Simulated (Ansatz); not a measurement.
Functionals compared on Cl on the 1x1 (110) surface of 3C silicon carbide (cut with top plane C + Si), one in a 2x2 cell, started at the site 'over C at depth 1.5 Å', in Ansatz (plane waves, PAW). The structure was relaxed with PBE; the other rows are single points on it, each with its references at the same level. Cutoff 420 eV (500 eV for r2SCAN).

Host crystal: 3C silicon carbide, with a band gap (PBE, scalar-relativistic without spin-orbit coupling).

Set-up: 49 atoms, 7.7 Å thick at the start under the adsorbate (thin: gaps and levels are the slab's own); mesh 3x3x1; 0.01 eV smearing; dipole correction on; 24 atoms held, the rest relaxed; start symmetry kept, larger cells not searched; spin-polarised, ending with about 1.0 μB a cell; orders that need a larger cell were not tried, no spin-orbit, no U, no dispersion correction. At the end it is bonded to Si. In PBE it is, or lies within 0.03 eV of, the lowest of the starts that converged. These notes are the PBE run's. r2SCAN: The program's check for a lower electronic state was not made. Adsorption energies are against ½ Cl2(g). A negative adsorption energy means that the adsorbate is more stable on the surface than in its reference.

| functional | adsorption energy (eV) | magnetic moment of the cell (μB) | rough cost of the single point |
|---|---|---|---|
| PBE | -1.82 | 1.00 | – |
| RPBE | -1.69 | 1.00 | about 6 core-minutes (a rough figure) |
| r2SCAN | … | 1.00 | around 9 core-minutes (rough) |

Some entries are withheld; supply them.


- r2SCAN, adsorption energy (eV): -2.13

Ansatz is an electronic-structure program.
